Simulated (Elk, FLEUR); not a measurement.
An Elk input for a self-consistent single point of NbN (Fm-3m, 2 atoms in the cell) (DFT, PBE, all-electron FP-LAPW, Elk's shipped species files, APW+lo basis with extra local orbitals):

```
tasks
  0

xctype
  20

rgkmax
  8.0

gmaxvr
  14.0

nxlo
  2

lorbcnd
  .true.

rmtscf
  0.89

lmaxi
  3

stype
  0

swidth
  0.00183747

maxscl
  100

scale
  1.889726125

avec
    0.0000000000    2.1701470000    2.1701470000
    2.1701470000    0.0000000000    2.1701470000
    2.1701470000    2.1701470000    0.0000000000

atoms
  2
  'Nb.in'
  1
  0.5000000000  0.5000000000  0.5000000000    0.0 0.0 0.0
  'N.in'
  1
  0.0000000000  0.0000000000  0.0000000000    0.0 0.0 0.0

ngridk
  13 13 13
```

Task: Give the FLEUR input for the same structure, mesh, smearing and functional.

Result: One input that does it (others would too):

Input of the input generator:

```
NbN
&input film=f /
-0.0000000000 4.1009834802 4.1009834802
4.1009834802 -0.0000000000 4.1009834802
4.1009834802 4.1009834802 -0.0000000000
1.0
1.0 1.0 1.0

2
41 0.5000000000 0.5000000000 0.5000000000
7 0.0000000000 0.0000000000 0.0000000000

&comp jspins=1 /
&kpt div1=13 div2=13 div3=13 /
&end /
```

```xml
<?xml version="1.0" encoding="UTF-8" standalone="no"?>
<fleurInput fleurInputVersion="0.39">
   <comment>
      NbN                                                                                                 
   </comment>
   <calculationSetup>
      <cutoffs Kmax="4.4" Gmax="13.2" GmaxXC="13.2" numbands="0"/>
      <scfLoop itmax="60" minDistance="0.00001" maxIterBroyd="15" imix="Anderson" alpha="0.05" precondParam="0.0" spinf="2.0"/>
      <coreElectrons ctail="T" frcor="F" kcrel="0" coretail_lmax="0"/>
      <xcFunctional name="pbe" relativisticCorrections="F"/>
      <magnetism jspins="1"/>
      <soc l_soc="F" theta="0.0" phi="0.0" spav="F"/>
      <expertModes spex="0" secvar="F"/>
      <geometryOptimization l_f="T" forcealpha="1.0" forcemix="BFGS" epsdisp="0.00001" epsforce="0.00001"/>
      <ldaU l_linMix="F" mixParam="0.05" spinf="1.0"/>
   </calculationSetup>
   <cell>
      <bzIntegration valenceElectrons="18.0" mode="gauss" fermiSmearingEnergy="0.00183747">
         <kPointListSelection listName="default-1"/>
         <!-- k-points included here -->
         <xi:include xmlns:xi="http://www.w3.org/2001/XInclude" href="kpts.xml"> </xi:include>
      </bzIntegration>
      <!-- symmetry operations included here -->
      <xi:include xmlns:xi="http://www.w3.org/2001/XInclude" href="sym.xml"> </xi:include>
      <bulkLattice scale="1.0">
         <bravaisMatrix>
            <row-1>    0.0000000000000000     4.1009834802000000     4.1009834802000000</row-1>
            <row-2>    4.1009834802000000     0.0000000000000000     4.1009834802000000</row-2>
            <row-3>    4.1009834802000000     4.1009834802000000     0.0000000000000000</row-3>
         </bravaisMatrix>
      </bulkLattice>
   </cell>
   <atomSpecies>
      <species name="Niobium (Nb)" element="Nb" atomicNumber="41">
         <mtSphere radius="2.45" gridPoints="863" logIncrement="0.015"/>
         <atomicCutoffs lmax="10" lnonsphr="8"/>
         <electronConfig flipSpins="F">
            <coreConfig>(1s1/2) (2s1/2) (2p1/2) (2p3/2) (3s1/2) (3p1/2) (3p3/2) (3d3/2) (3d5/2)</coreConfig>
            <valenceConfig>(4s1/2) (4p1/2) (4p3/2) (5s1/2) (4d3/2) (4d5/2)</valenceConfig>
            <stateOccupation state="(5s1/2)" spinUp="0.5" spinDown="0.5"/>
            <stateOccupation state="(4d3/2)" spinUp="0.8" spinDown="0.8"/>
            <stateOccupation state="(4d5/2)" spinUp="1.2" spinDown="1.2"/>
         </electronConfig>
         <energyParameters s="5" p="5" d="4" f="4"/>
         <lo type="SCLO" l="0" n="4" eDeriv="0"/>
         <lo type="SCLO" l="1" n="4" eDeriv="0"/>
      </species>
      <species name="Nitrogen (N)" element="N" atomicNumber="7">
         <mtSphere radius="1.38" gridPoints="487" logIncrement="0.021"/>
         <atomicCutoffs lmax="6" lnonsphr="4"/>
         <electronConfig flipSpins="F">
            <coreConfig>(1s1/2)</coreConfig>
            <valenceConfig>(2s1/2) (2p1/2) (2p3/2)</valenceConfig>
            <stateOccupation state="(2p1/2)" spinUp="0.5" spinDown="0.5"/>
            <stateOccupation state="(2p3/2)" spinUp="1.0" spinDown="1.0"/>
         </electronConfig>
         <energyParameters s="2" p="2" d="3" f="4"/>
      </species>
   </atomSpecies>
   <atomGroups>
      <atomGroup species="Niobium (Nb)">
         <relPos label="                   1">1.000/2.000 1.000/2.000 1.000/2.000</relPos>
         <force calculate="T" relaxXYZ="TTT"/>
      </atomGroup>
      <atomGroup species="Nitrogen (N)">
         <relPos label="                   2">.0000000000 .0000000000 .0000000000</relPos>
         <force calculate="T" relaxXYZ="TTT"/>
      </atomGroup>
   </atomGroups>
   <output dos="F" band="F" slice="F">
      <checks vchk="F" cdinf="F"/>
      <bandDOS minEnergy="-.5*Htr" maxEnergy="0.5*Htr" sigma="0.015" storeEVData="T"/>
      <vacuumDOS vacdos="F" integ="F" star="F" nstars="0" locx1="0.0" locy1="0.0" locx2="0.0" locy2="0.0" nstm="0" tworkf="0.0"/>
      <unfoldingBand unfoldBand="F" supercellX="1" supercellY="1" supercellZ="1"/>
      <plotting iplot="0" polar="F">
         <plot TwoD="T" vec1="  1.0  0.0  0.0" vec2="  0.0  1.0  0.0" vec3="  0.0  0.0  1.0" zero="  0.0  0.0  0.0" file="plot"/>
      </plotting>
      <chargeDensitySlicing numkpt="0" minEigenval="0.0" maxEigenval="0.0" nnne="0" pallst="F"/>
      <specialOutput eonly="F"/>
      <magneticCircularDichroism mcd="F" energyLo="-10.0" energyUp="0.0"/>
   </output>
  <!-- We include the file relax.xml here to enable relaxations (see documentation) -->
  <xi:include xmlns:xi="http://www.w3.org/2001/XInclude" href="relax.xml"> <xi:fallback/> </xi:include>
</fleurInput>
```

Basis, cutoffs, solver keys and any potentials are the target program's own. This input uses DFT, PBE, all-electron FLAPW (FLEUR), scalar-relativistic valence.

The starting cell comes from a database of computed structures (which also holds hypothetical and non-ambient phases and stackings), without a prior relaxation at this level. Its lattice was rescaled by a random factor within 2.5 % of one. For this run, on top of that: lattice scaled by 0.98.
